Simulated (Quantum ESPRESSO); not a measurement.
Troubleshooting Quantum ESPRESSO: a failed run on ZrAlIr (Amm2, 12 atoms in the cell). The aim is a self-consistent single point with DFT, PBEsol, plane waves, PseudoDojo standard norm-conserving (PBESOL) pseudopotentials.

Cell that was meant: a = 8.2901 Å, b = 5.3486 Å, c = 5.3486 Å, α = 60.55°, β = 90.00°, γ = 90.00°.

Part of the input:

```fortran
ATOMIC_SPECIES
Zr    91.2240  Zr.upf
Al    26.9815  Al.upf
Ir   192.2170  iR.UPF
ATOMIC_POSITIONS {crystal}
Zr    0.791810000    0.334640000    0.334640000
Zr    0.208190000    0.334640000    0.334640000
```

The program printed (abridged):

```
 %%%%%%%%%%%%%%%%%%%%%%%%%%%%%%%%%%%%%%%%%%%%%%%%%%%%%%%%%%%%%%%%%%%%%%%%%%%%%%
     Error in routine readpp (1):
     file ./iR.UPF not found
 %%%%%%%%%%%%%%%%%%%%%%%%%%%%%%%%%%%%%%%%%%%%%%%%%%%%%%%%%%%%%%%%%%%%%%%%%%%%%%

     stopping ...
```

### Question
Read the log: what does the program object to, and what is the fix?

### Answer
The fault is a potential or basis that cannot be found. The input names a file or set that is not where the program looks, or that does not exist under that name. To fix it, correct the name or place the file. The program stopped before any SCF iteration.

The sound input it was made from differs as follows (other fixes are possible):
```diff
-Ir   192.2170  iR.UPF
+Ir   192.2170  Ir.upf
```

With that input, the run converged in 20 iterations: free energy E − TS -18272.1613 eV; Fermi level (on the code's own zero) 15.50 eV; pressure -6.33 GPa; largest force (vector length) 0.267 eV/Å (DFT, PBEsol, plane waves, PseudoDojo standard norm-conserving (PBESOL) pseudopotentials).

On the sound input: the starting cell comes from a database of computed structures (which also holds hypothetical and non-ambient phases and stackings), without a prior relaxation at this level. Spin polarisation is off. With a pressure of about -6 GPa the cell is away from its equilibrium volume at this level. Without a gap this mesh is coarse (it stands for a supercell whose shortest vector is 17 Å).
